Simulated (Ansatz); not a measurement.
Defect: interstitial H in zinc-blende ZnS, charge state +1. All values below come from PBE, PAW (plane waves to 420 eV; Ansatz, a program for electronic structure).

Settings: 64 host sites, the relaxed PBE lattice, the Γ point alone, smearing 0.01 eV, spin-restricted, no image-charge correction. Energies are static. The charge state is imposed; whether it is stable for some Fermi level was not computed. Sites that were not tried may lie lower.

Barriers: single points on a 2×2×2 k-point mesh shifted by half a step at the bands' geometries.

A. several atoms move together, H the farthest; the atom moves 1.65 Å along (-0.28, -0.08, 0.08) of the unit cell; the moving atom starts with neighbours S at 1.35 Å and ends with S at 1.35; Zn at 2.15 Å; the start lies 0.15 eV above the lowest site run; saddle order not checked, on a symmetry element.
B. several atoms move together, H the farthest; the atom moves 1.06 Å along (0.00, 0.14, -0.14) of the unit cell; the moving atom starts with neighbours S at 1.35 Å and ends with S at 1.35 Å; the start lies 0.15 eV above the lowest site run; saddle order not checked, on a symmetry element.

A band can be held on a symmetry element, so unchecked saddle points there may be too high.

Task: Order them by forward barrier (lowest first) at the level PBE, PAW.

Result: A (0.034 eV), B (0.46 eV)
